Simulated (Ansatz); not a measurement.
MoSi2N4-NoverMo on MoSi2N4-NoverMo on MoSi2N4-NoverMo (facing atoms over hollows or bridges), space group P-6m2.

```yaml
crystal:
  lattice:
    - [2.88593, 0.00000, 0.00000]
    - [-1.44297, 2.49929, 0.00000]
    - [0.00000, 0.00000, 45.20000]
  atoms:
    - { symbol: N, position: [0.33333, 0.66667, 0.19943] }
    - { symbol: Si, position: [0.00000, 0.00000, 0.21105] }
    - { symbol: N, position: [0.00000, 0.00000, 0.24978] }
    - { symbol: Mo, position: [0.33333, 0.66667, 0.27750] }
    - { symbol: N, position: [0.00000, 0.00000, 0.30521] }
    - { symbol: Si, position: [0.00000, 0.00000, 0.34393] }
    - { symbol: N, position: [0.33333, 0.66667, 0.35549] }
    - { symbol: N, position: [0.66667, 0.33333, 0.42202] }
    - { symbol: Si, position: [0.00000, 0.00000, 0.43358] }
    - { symbol: N, position: [0.00000, 0.00000, 0.47229] }
    - { symbol: Mo, position: [0.66667, 0.33333, 0.50000] }
    - { symbol: N, position: [0.00000, 0.00000, 0.52771] }
    - { symbol: Si, position: [0.00000, 0.00000, 0.56642] }
    - { symbol: N, position: [0.66667, 0.33333, 0.57798] }
    - { symbol: N, position: [0.33333, 0.66667, 0.64451] }
    - { symbol: Si, position: [0.00000, 0.00000, 0.65607] }
    - { symbol: N, position: [0.00000, 0.00000, 0.69479] }
    - { symbol: Mo, position: [0.33333, 0.66667, 0.72250] }
    - { symbol: N, position: [0.00000, 0.00000, 0.75022] }
    - { symbol: Si, position: [0.00000, 0.00000, 0.78895] }
    - { symbol: N, position: [0.33333, 0.66667, 0.80057] }
```

Level of theory: PBE+D3(BJ) (plane waves to 420 eV, PAW; Ansatz, an electronic-structure program). Scalar-relativistic, without spin–orbit coupling; the runs are not spin-polarised; PBE gaps are too small against experiment. Its k-point mesh 12×12×1, Fermi–Dirac width 0.01 eV. A dipole correction is on.

Question: List the levels next to the gap at Γ of this cell's own (folded) zone, from the top of the valence band (the table ends after a fixed count of bands, which can cut a degenerate set).

Answer: 
```json
[
 {"band": "v4", "E − E_v (eV)": "-1.957"},
 {"band": "v3", "E − E_v (eV)": "-0.118"},
 {"band": "v2", "E − E_v (eV)": "-0.062"},
 {"band": "v1", "E − E_v (eV)": "0.000"},
 {"band": "c1", "E − E_v (eV)": "2.904"},
 {"band": "c2", "E − E_v (eV)": "2.904"},
 {"band": "c3", "E − E_v (eV)": "2.905"},
 {"band": "c4", "E − E_v (eV)": "2.905"}
]
```
